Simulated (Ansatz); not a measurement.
**CaTiO3, pressure series**

Consider CaTiO₃ in the cubic perovskite structure (space group Pm-3m, No. 221; a model cell).

```xyz
5
Lattice="3.8414 0.0000 0.0000 0.0000 3.8414 0.0000 0.0000 0.0000 3.8414" Properties=species:S:1:pos:R:3 pbc="T T T"
Ca     0.0000     0.0000     0.0000
Ti     1.9207     1.9207     1.9207
O      0.0000     1.9207     1.9207
O      1.9207     1.9207     0.0000
O      1.9207     0.0000     1.9207
```

Cell and atoms are relaxed at each pressure.

The values are results of PBEsol, PAW, 420 eV (Ansatz, a quantum-chemistry and plane-wave program; no spin-orbit coupling), earlier PAW set, not measurements.

```tsv
pressure (GPa)	volume per atom (Å³/atom)
-2	11.460
-1	11.398
0	11.337
15	?
30	10.040
50	9.477
75	8.940
100	8.516
```

Fit the third-order Birch–Murnaghan form P(V) = (3B₀/2)[(V₀/V)^(7/3) − (V₀/V)^(5/3)]·[1 + (3/4)(B₀′ − 4)((V₀/V)^(2/3) − 1)] (squares taken in P) to the rows shown and predict the withheld row.

Least squares on the printed values gives V₀ = 11.338 Å³/atom, B₀ = 192 GPa, B₀′ = 4.2; this predicts 10.593 Å³/atom, and the run gives 10.591 Å³/atom, 0.002 lower.

Load acts through the strain it causes; cell and atoms are relaxed under it. Whether these cells are dynamically stable was not tested. Competing high-pressure phases were not computed. The final runs are not spin-polarised. Many cubic perovskites are stable only at high temperature; tilts and polar distortions were not tested.
